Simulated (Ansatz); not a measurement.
Consider HfS2 in the CdI2 type structure (space group P-3m1, No. 164; a = 3.606 Å, c = 5.768 Å; layered, stacked along the Cartesian z axis). Axes: x lies along a and z along c of the hexagonal cell.

Computed with PBE-D3(BJ)/PAW in Ansatz (a first-principles code), scalar-relativistic without spin-orbit coupling.

For the base:

| Item | Result |
|---|---|
| Band gap | 0.85 eV |

Now apply this change: biaxial strain −2.50 %, plane normal [001], relaxed out of plane (Cartesian); in-plane vectors clamped, the third vector and the atoms free.

What does the calculation give for the out-of-plane strain after the change?

The out-of-plane strain is +0.84 %.

What does the calculation give for the band gap after the change?

The band gap falls by 0.22 eV, from 0.85 eV to 0.63 eV.

With Hf present, leaving out spin-orbit coupling can change the band edges. No phonon test of stability was made.
